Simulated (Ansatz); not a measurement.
CsCl-type RuAl, treated with PBE-D4 (plane waves, PAW; Ansatz, an electronic-structure program).

Settings: plane-wave cutoff 520 eV, 18×18×18 k mesh, Fermi–Dirac smearing 0.05 eV, no spin polarisation, scalar-relativistic PAW data made under PBE.

Pressure at four volumes; x = ln(V/13.204 Å³). One pressure is withheld.

```csv
V (Å³/atom),x,P (GPa)
12.412,-0.0619,?
12.676,-0.0408,9.72
13.204,0.0000,0.00
13.997,0.0583,-11.13
```

Problem. Pass a parabola P(x) through the three rows shown, estimate the bulk modulus and its pressure derivative near zero pressure, and predict the withheld pressure.

Solution. Slopes between the rows: (0.00 − (9.72))/(0.0000 − (-0.0408)) = -238.24 and (-11.13 − (0.00))/(0.0583 − (0.0000)) = -190.91 GPa. Their difference over the span 0.0991 is c = 47.33/0.0991 = 477.6 GPa, so P(x) = 9.72 + (-238.24)(x − (-0.0408)) + 477.6 (x − (-0.0408))(x − (0.0000)). At the middle row B = −dP/dx = −[-238.24 + 477.6 × 0.0408] = 218.8 GPa, and B′ = dB/dP = 2c/B = 4.4. At x = -0.0619 the parabola gives 15.37 GPa; the run gives 15.42 GPa. The Birch–Murnaghan fit to the energies at all volumes has B0 = 217 GPa and B′ = 4.4.
